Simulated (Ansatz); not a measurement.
**Hf: uniaxial strain ε_yy = +3.63 %**

The parent structure is Hf in the hcp (Mg type) structure (space group P6_3/mmc, No. 194; a = 3.159 Å, c = 5.000 Å). Axes: x lies along a and z along c of the hexagonal cell.

Now apply this change: uniaxial strain ε_yy = +3.63 %, all other strain components held at zero; the atoms relax in the strained cell.

The values are results of plane-wave PAW DFT at the PBEsol level (Ansatz, a quantum-chemistry and plane-wave program, 420 eV), scalar-relativistic without spin-orbit coupling, not measurements. Γ-centred 17×17×9 mesh, Fermi–Dirac width 0.05 eV.

```json
[
 {"quantity": "volume per atom", "base": "21.61 Å³", "changed": "22.39 Å³", "shift": "+0.78 Å³"},
 {"quantity": "space group", "base": "P6_3/mmc (No. 194)", "changed": "Cmcm (No. 63)", "shift": "–"},
 {"quantity": "energy relative to the base (free energy F)", "base": "0 meV/atom", "changed": "+16 meV/atom", "shift": "+16 meV/atom"},
 {"quantity": "band gap", "base": "zero", "changed": "zero", "shift": "–"},
 {"quantity": "largest internal atomic displacement", "base": "–", "changed": "0.023 Å", "shift": "–"},
 {"quantity": "stress (xx, yy, zz, yz, xz, xy; compression positive) (rough)", "base": "–", "changed": "(-2.5, -6.1, -2.6, 0.0, 0.0, 0.0) GPa", "shift": "–"}
]
```

Final structure:

```
CELL_PARAMETERS angstrom
      3.15905     0.00000     0.00000
     -1.57953     2.83513     0.00000
      0.00000     0.00000     5.00010
ATOMIC_POSITIONS crystal
  Hf 0.33735 0.67470 0.75000
  Hf 0.66265 0.32530 0.25000
```

Without a gap, meshes like the base's 17×17×9 leave anisotropic stresses uncertain by several tenths of a GPa, and small strain energies with them. No phonon test of stability was made. All final runs are without spin polarisation.
